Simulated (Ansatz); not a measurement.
An Ansatz (an electronic-structure program) run: ZnS with a change (biaxial strain +0.42 %, plane normal [111], relaxed out of plane); PBEsol (Ansatz, PAW, no SOC).

Input:

Ansatz 0.2 input:
```yaml
crystal:
  lattice:
    - [3.8036282257, 0, 0]
    - [1.9018141128, 3.29403867, 0]
    - [1.9018141128, -1.09801289, 3.0861656817]
  atoms:
    - { symbol: Zn, position: [0, 0, 0] }
    - { symbol: S, position: [0.5, 0.25, 0.75] }
basis: { ecutwfc: 420, ecutrho_ratio: 4, xc_grid: 2, fft_grid_basis: typed }
kpoints: { mp_grid: { grid: [11, 11, 11] } }
hamiltonian:
  xc: pbesol
  dispersion: none
  pseudopotentials: { kind: paw }
scf: { occupations: { method: fermi_dirac, width: 0.05 } }
relax: { f_tol: 0.005, max_steps: 50, cell: { stress_tol: 0.01, fix: [a, b, gamma] } }
output: { forces: true, stress: true }
checkpoint: { write: state.ck, write_every: 1000 }
```

Output (explanatory and most iteration lines left out):

```
Relaxation: its limit of steps is 50 (relax.max_steps)
Pseudopotential: Zn, paw, valence charge 12
Pseudopotential: S, paw, valence charge 6
Crystal: 2 atoms, lattice volume = 38.667 Å³
Basis set: ecut = 420 eV, 749 PW (Γ), exchange–correlation on 54×54×54 points (8 copies of the dense FFT grid, shifted against one another)
Bands: 13, of which v1, the nominal top of the filled ones, is band 9 counted from 1 (8 counted from 0)
Symmetry: 6 space group operations
Space group: R3m (ITA 160), of the structure as read, at distance tolerance 3.4e-5 Å
k-points: 146 of 1331 (time reversal used)
Functional: x = pbesol(κ = 0.804, μ = 0.12345679012345678), c = pbesol(β = 0.046)
SCF iter   1: F=—  HF=-4167.443999 eV  |F-HF|=—  |Δ(HF+E_count)|=         —  Δρ=5.54e-3  dr2=1.39e-2  ethr=1.77e-3  ⟨swp⟩=5.3  Hψ=11079  notcnv=0
SCF iter   2: F=—  HF=-4167.439612 eV  |F-HF|=—  |Δ(HF+E_count)|=   4.39e-3  Δρ=9.00e-4  dr2=1.60e-4  ethr=7.73e-5  ⟨swp⟩=3.0  Hψ=4962  notcnv=0
SCF 1 converged in 6 iterations: F = -4167.439655 eV  dr2 = 3.67e-9
relax step   1: F+E_penalty+E_count = -4167.43965535 eV  Δ(F+E_penalty+E_count) = +0.000e0 eV  max|allowed force component| = 4.371e-2 eV/Å  Δτ_max = 0.0000 Å  P = -0.491 GPa  Ω = 38.667 Å³  fix = [a, b, gamma]  reactions: a -0.796, b -0.796 GPa  (6 SCF iters, dr2 threshold 1.00e-7 eV, accepted)
[... steps on the carried basis left out ...]
relax step   4: F+E_penalty+E_count = -4167.43982758 eV  Δ(F+E_penalty+E_count) = -6.677e-6 eV  max|allowed force component| = 5.610e-5 eV/Å  Δτ_max = 0.0000 Å  P = -0.446 GPa  Ω = 38.642 Å³  energy of the carried Pulay correction = +1.017e-5 eV  fix = [a, b, gamma]  reactions: a -0.669, b -0.669 GPa  (3 SCF iters, dr2 threshold 6.81e-9 eV, accepted)
Crystal: 2 atoms, lattice volume = 38.642 Å³
SCF iter   1: F=—  HF=-4167.439814 eV  |F-HF|=—  |Δ(HF+E_count)|=         —  Δρ=5.46e-6  dr2=6.47e-9  ethr=2.14e-7  ⟨swp⟩=3.1  Hψ=16335  notcnv=0
SCF iter   2: F=—  HF=-4167.439818 eV  |F-HF|=—  |Δ(HF+E_count)|=   4.71e-6  Δρ=1.54e-6  dr2=8.36e-10  ethr=3.59e-11  ⟨swp⟩=2.5  Hψ=3347  notcnv=0
SCF 5 converged in 6 iterations: F = -4167.439818 eV  dr2 = 4.05e-13
SCF converged after 6 iterations
Free energy (F): -4167.439818 eV
Internal energy: -4167.439818 eV  (E = F + TS)
E sigma→0 (E₀):  -4167.439818 eV
Fermi energy:    7.041811 eV
--- Forces (eV/Å), atoms counted from 1 ---
  atom   1  Zn     0.00000000     0.00000000    -0.00005943
  atom   2  S     -0.00000000    -0.00000000     0.00005942
--- Stress (GPa, compression-positive) ---
       -0.669237       0.000000      -0.000000
        0.000000      -0.669237      -0.000000
       -0.000000      -0.000000      -0.000076
  P = ⅓ Tr σ = -0.4462 GPa (-4.462 kbar)
--- Relaxed structure (4 steps of the walk, 4 accepted, 1 SCFs on fresh bases) ---
  cell:  # Å, volume = 38.6418 Å³
    - [3.8036282256955367, 2.8867616829808313e-11, 4.108271373925099e-11]
    - [1.9018141128227684, 3.294038670018299, 2.0541189208659717e-11]
    - [1.9018141128227906, -1.0980128899868546, 3.0841115749193375]
  atoms:
    - { symbol: Zn, position: [0.0008504263874932882, -0.00042521319374664397, -0.0012756395812399321] }
    - { symbol: S, position: [0.49914957361250656, 0.2504252131937466, 0.75127563958124] }
```

Stability against distortions was not tested. The cell was made from ZnS in the zinc blende structure (space group F-43m, No. 216) by this change: biaxial strain +0.42 %, plane normal [111], relaxed out of plane.
